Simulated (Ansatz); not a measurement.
# W: pressure series

The reference is W in the bcc (W type) structure (space group Im-3m, No. 229; a = 3.184 Å).

Cell and atoms are relaxed at each pressure.

Computed with Ansatz (an electronic-structure program), PBE, PAW, cutoff 420 eV, scalar-relativistic without spin-orbit coupling, earlier PAW set.

Notes on the quantities. enthalpy: H = E + PV relative to the base's energy.

```csv
case,density,enthalpy
base,18.92 g/cm³,–
pressure −2 GPa,18.79 g/cm³,-0.20 eV/atom
pressure −1 GPa,18.86 g/cm³,-0.10 eV/atom
pressure 0.9 GPa,18.98 g/cm³,+0.09 eV/atom
pressure 2.1 GPa,19.05 g/cm³,+0.21 eV/atom
pressure 4.5 GPa,19.19 g/cm³,+0.45 eV/atom
pressure 9 GPa,19.45 g/cm³,+0.89 eV/atom
pressure 15 GPa,19.79 g/cm³,+1.48 eV/atom
pressure 22.5 GPa,20.18 g/cm³,+2.19 eV/atom
pressure 30 GPa,20.56 g/cm³,+2.89 eV/atom
```

Load acts through the strain it causes; cell and atoms are relaxed under it. Whether these cells are dynamically stable was not tested. No other phases were tried under pressure. The final runs are not spin-polarised.
